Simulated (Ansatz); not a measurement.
KTaO3 under a change: K on a Ta site (antisite), symmetric start

The reference is a 20-atom supercell of KTaO3 in the cubic perovskite structure (space group Pm-3m, No. 221; a = 3.984 Å) at its relaxed geometry.

Perturbation: a neutral K on a Ta site (antisite), symmetric start, atoms relaxed at fixed cell.

Calculations: Kohn–Sham DFT with the PBEsol functional, run in Ansatz (a first-principles code) with PAW and 420 eV plane waves, scalar-relativistic without spin-orbit coupling, earlier PAW set. Settings: 4×4×4 k-points, 0.01 eV Fermi–Dirac smearing.

The pressure goes from zero to 16.5 GPa and the gap of the supercell becomes zero (base: 2.15 eV). The energy gained by relaxation amounts to 2.35 eV and the largest displacement of a host atom from its site in the perfect cell amounts to 0.15 Å. The mean distance from the defect site to its nearest host atoms rises by 15 pm, from 199 pm to 214 pm.

Other magnetic orders, which the real material may have, were not ruled out. In so small a cell the defect repeats every few ångströms: this is an ordered compound, not a dilute defect. The mesh was chosen for an insulator and is coarse for the gapless case. The defect started on the symmetric site and kept its symmetry, so it may sit on a saddle. Spin-orbit coupling, missing from the scalar runs, can matter with Ta. No Hubbard U is applied, and correlation can decide whether such a compound is a metal. The defect cell is spin-polarised and ends with 4.0 μB.
